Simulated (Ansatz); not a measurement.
# Relaxation of the atoms of YTiSi (P4/nmm, 6 atoms in the cell) at several settings

```
YTiSi
1.0
    4.01805     0.00000     0.00000
    0.00000     4.01805     0.00000
    0.00000     0.00000     7.68723
Y Ti Si
2 2 2
Cartesian
  0.00000   2.00902   2.68653
  2.00902   0.00000   5.00070
  0.00000   0.00000   0.00000
  2.00902   2.00902   0.00000
  0.00000   2.00902   5.88411
  2.00902   0.00000   1.80312
```
Moments meant for the start (each program seeds them in its own way; μB, in the order of the atoms Y Y Ti Ti Si Si): 0.0 0.0 1.0 1.0 0.0 0.0.

Base: LDA (PW92), default PAW files made with PBE run with Ansatz (a program for electronic structure). Its settings: kpoints.mp_grid.grid = 5 5 3; hamiltonian.xc = lda; hamiltonian.pseudopotentials = {kind: paw} (the program's default PAW files); magnetization.spin_polarized = true; scf.occupations.method = methfessel_paxton; scf.occupations.width = 0.2 eV. Starting volume 20.68 Å³ per atom.

Each line gives the change from the base single point and the result:

- atoms moved at random; relax: default → atoms; relax.f_tol: default → 0.005 eV/Å: pressure -5.31 GPa; relaxation steps 5; free energy against the base single point -7.5 meV/atom.
- atoms moved at random; relax: default → atoms; relax.f_tol: default → 0.1 eV/Å: pressure -5.43 GPa; largest force (vector length) 0.056 eV/Å; relaxation steps 4; free energy against the base single point -7.5 meV/atom.
- atoms moved at random; scf.convergence.dr2_threshold: default (1e-07 eV) → 0.001 eV; relax: default → atoms; relax.f_tol: default → 0.03 eV/Å: pressure -5.33 GPa; largest force (vector length) 0.006 eV/Å; relaxation steps 4; free energy against the base single point -7.5 meV/atom.

The starting cell comes from a database of computed structures (which also holds hypothetical and non-ambient phases and stackings), without a prior relaxation at this level. The starting moments vanished: the run ended non-magnetic. The program warned that a starting moment was not kept. Ansatz's pressure includes its estimate of the finite-basis (Pulay) stress.

Keys are those of Ansatz 0.2.
